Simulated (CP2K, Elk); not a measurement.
A CP2K input for a self-consistent single point of YAl₃ (Pm-3m, 4 atoms in the cell) (DFT LDA (Pade form), GPW, DZVP-MOLOPT-SR-GTH basis, GTH-PADE potentials (GTH_POTENTIALS)):

```
&GLOBAL
  PROJECT run
  RUN_TYPE ENERGY_FORCE
  PRINT_LEVEL LOW
&END GLOBAL
&FORCE_EVAL
  METHOD Quickstep
  STRESS_TENSOR ANALYTICAL
  &DFT
    BASIS_SET_FILE_NAME BASIS_MOLOPT
    POTENTIAL_FILE_NAME GTH_POTENTIALS
    &QS
      METHOD GPW
      EPS_DEFAULT 1E-11
    &END QS
    &MGRID
      CUTOFF 500
      REL_CUTOFF 50
      NGRIDS 5
    &END MGRID
    &SCF
      SCF_GUESS ATOMIC
      EPS_SCF 1E-6
      MAX_SCF 100
      ADDED_MOS 5
      &DIAGONALIZATION
        ALGORITHM STANDARD
      &END DIAGONALIZATION
      &MIXING
        METHOD BROYDEN_MIXING
        ALPHA 0.2
        NBUFFER 12
      &END MIXING
      &SMEAR ON
        METHOD FERMI_DIRAC
        ELECTRONIC_TEMPERATURE [K] 1160.45
      &END SMEAR
    &END SCF
    &KPOINTS
      SCHEME MONKHORST-PACK 6 6 6
      GAMMA_CENTERED T
    &END KPOINTS
    &XC
      &XC_FUNCTIONAL PADE
      &END XC_FUNCTIONAL
    &END XC
    &PRINT
      &MO
        EIGENVALUES T
        OCCUPATION_NUMBERS T
        NDIGITS 8
        FILENAME mo
        &EACH
          QS_SCF 0
        &END EACH
        ADD_LAST NUMERIC
      &END MO
      &MULLIKEN OFF
      &END MULLIKEN
    &END PRINT
  &END DFT
  &SUBSYS
    &CELL
      ABC 4.12032600 4.12032600 4.12032600
      ALPHA_BETA_GAMMA 90.00000000 90.00000000 90.00000000
      PERIODIC XYZ
    &END CELL
    &COORD
      Y        0.00000000     0.00000000     0.00000000
      Al       0.00000000     2.06016300     2.06016300
      Al       2.06016300     0.00000000     2.06016300
      Al       2.06016300     2.06016300     0.00000000
    &END COORD
    &KIND Y
      BASIS_SET DZVP-MOLOPT-SR-GTH
      POTENTIAL GTH-PADE-q11
    &END KIND
    &KIND Al
      BASIS_SET DZVP-MOLOPT-SR-GTH
      POTENTIAL GTH-PADE-q3
    &END KIND
  &END SUBSYS
  &PRINT
    &FORCES ON
    &END FORCES
    &STRESS_TENSOR ON
    &END STRESS_TENSOR
  &END PRINT
&END FORCE_EVAL
```

**Question.** Write the same calculation as an input for Elk.

**Answer.** This is the input that was run; spellings and numerical settings could be chosen otherwise.

```
tasks
  0

xctype
  3

tforce
  .true.

rgkmax
  8.0

gmaxvr
  18.0

lmaxapw
  10

lmaxo
  8

nxlo
  2

lorbcnd
  .true.

lradstp
  2

nrmtscf
  2.0

lmaxi
  4

stype
  3

swidth
  0.00367493

avec
    7.7862876842    0.0000000000    0.0000000000
    0.0000000000    7.7862876842    0.0000000000
    0.0000000000    0.0000000000    7.7862876842

atoms
  2   : nspecies
  'Y.in'   : spfname
  1   : natoms; atposl, bfcmt below
  0.0000000000  0.0000000000  0.0000000000    0.0 0.0 0.0
  'Al.in'   : spfname
  3   : natoms; atposl, bfcmt below
  0.0000000000  0.5000000000  0.5000000000    0.0 0.0 0.0
  0.5000000000  0.0000000000  0.5000000000    0.0 0.0 0.0
  0.5000000000  0.5000000000  0.0000000000    0.0 0.0 0.0

ngridk
  6 6 6
```

Basis settings and potentials, where a program has them, do not carry over. This input uses DFT, LDA (PW92), all-electron FP-LAPW, Elk's shipped species files, APW+lo basis with extra local orbitals. LDA parametrisations can differ slightly between programs.

The starting cell comes from a database of computed structures (which also holds hypothetical and non-ambient phases and stackings), without a prior relaxation at this level. Its lattice was rescaled by a random factor within 2.5 % of one. For this run, on top of that: lattice scaled by 0.98.
